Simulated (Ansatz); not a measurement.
**H2O on the 1x1 (111) surface of fcc Cu, one in a 2x2 cell, started at the site 'hollow Cu-Cu-Cu over Cu at depth 2.1 Å'**

Calculation: r2SCAN, at the PBE geometry (plane waves to 500 eV, PAW; Ansatz, a first-principles code).

Slab: 19 atoms, 6.2 Å thick at the start under the adsorbate (thin: gaps and levels are the slab's own); k 6x6x1, smearing 0.1 eV, dipole-corrected; single point; no symmetry held, on the structure that PBE left; no spin, no spin-orbit, no U, no dispersion correction. At the end no host atom lies within bonding distance. In PBE it is, or lies within 0.03 eV of, the lowest of the starts that converged; the order may differ at this level.

| Quantity | Result |
|---|---|
| adsorption energy against H2O(g) at the same level | -0.27 eV |
| work function of the top face | 4.14 eV |
| change of the work function | -0.67 eV |
| change of the step from the bottom to the top vacuum level, against the clean slab | -0.66 eV |
| height of the binding atom over the mean of the host atoms within 0.3 Å of the top one | 2.576 Å |
| nearest host atoms of the binding atom | Cu at 2.51 Å, Cu at 3.51 Å, Cu at 3.58 Å |
| note | in the relaxation the adsorbate left its starting site by 1.3 Å |
| cost | very roughly 8 core-minutes |

A negative adsorption energy means that the adsorbate is more stable on the surface than in its reference.
